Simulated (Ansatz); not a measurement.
This concerns the energy of the reaction as written. Reaction: 2 cell B → cell A. Negative: the products are lower in energy.

Cell A: a sheet of composition Pt2, 2 atoms, hexagonal cell of 4.22 Å (15.4 Å²), symmetry P6/mmm, 0.0 Å thick under 16 Å of vacuum, in-plane vectors relaxed; planes from bottom to top: Pt2, all atoms in one plane; a model cell; spin state with PBE: parallel moments, net moment 0.4 μB a cell, k-point mesh 18×18×1.
```xyz
2
Lattice="4.2185 0.0000 0.0000 -2.1092 3.6533 0.0000 0.0000 0.0000 16.0000" Properties=species:S:1:pos:R:3 pbc="T T T"
Pt     0.0000     2.4355     8.0000
Pt     2.1092     1.2178     8.0000
```

Cell B: a sheet of composition Pt, 1 atom, hexagonal cell of 2.61 Å (5.9 Å²), symmetry P6/mmm, 0.0 Å thick under 16 Å of vacuum, in-plane vectors relaxed; planes from bottom to top: Pt; a model cell; spin state with PBE: no moments, k-point mesh 30×30×1.
```
Pt
1.0
    2.60875     0.00000     0.00000
   -1.30437     2.25924     0.00000
    0.00000     0.00000    16.00000
Pt
1
Cartesian
  0.00000   0.00000   8.00000
```

Computed with Ansatz (plane waves, PAW), its default PAW set, cutoff 420 eV. The structures are at rest with PBE. Neutral cells; Fermi-Dirac smearing of at most 0.10 eV in the solids, energies taken to zero width. A dispersion term (D3(BJ), or D4 for r2SCAN) was computed beside these levels and is taken off wherever the name lacks it. Nuclei at rest; no vibrational terms. The runs are scalar-relativistic, without spin-orbit coupling. No search over spin orders was made beyond those shown. The cells' k-point meshes differ in density, so the last digit is unsettled. Small moments in a metal shrink under a smearing of 0.1 eV, so the spin state is less sure. Cell A has symmetry P6/mmm and got no random move, so less symmetric positions, which may lie lower, weren't tried. Cell B has symmetry P6/mmm and got no random move, so less symmetric positions, which may lie lower, weren't tried.

Question: What is the computed value (PBE)?

Answer: 1.74 eV, for 2 cell B → cell A.

Ansatz is an electronic-structure program.
